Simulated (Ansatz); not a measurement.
BP (R3m), r2SCAN with spin-orbit coupling, rigid bands run with Ansatz (a quantum-chemistry and plane-wave program): Condition of this run: uniaxial stress along [111] of -2 GPa (compression positive) (the target of the relaxation). band gap 1.39 eV, N_c = 4.01e19 cm⁻³ and N_v = 1.60e19 cm⁻³ at 300 K, conductivity masses of 0.323 mₑ (electrons) and 0.391 mₑ (holes). Take k_BT = 0.02585 eV.

What thermal injection velocity √(2k_BT/πm) limits a ballistic channel?

9.47e6 cm/s for electrons and 8.60e6 cm/s for holes, a ratio of √(m_h/m_e) = 1.10, for dilute carriers.

A film of it is 8 nm thick. Estimate the confinement energies in an infinite well.

ħ²π²/(2m t²) = 0.376 eV·nm²/(m/mₑ × t²) gives 18.2 meV for electrons and 15.0 meV for holes, so the gap would widen to about 1.42 eV. Finite barriers and nonparabolic bands lower this, and with several valleys or bands the heaviest mass along the normal sets the lowest level, not this average.

Find the intrinsic carrier density and the intrinsic Fermi level.

n_i = √(N_c N_v) exp(−E_g/2k_BT) = 2.53e19 × exp(−26.88) = 5.3e7 cm⁻³. The level lies (k_BT/2) ln(N_v/N_c) = -12 meV from mid-gap (positive towards the conduction band). Each 0.1 eV added to the gap lowers n_i by a factor of 6.9.

Rigid, parabolic bands with the computed gap; masses take one relaxation time for all states.
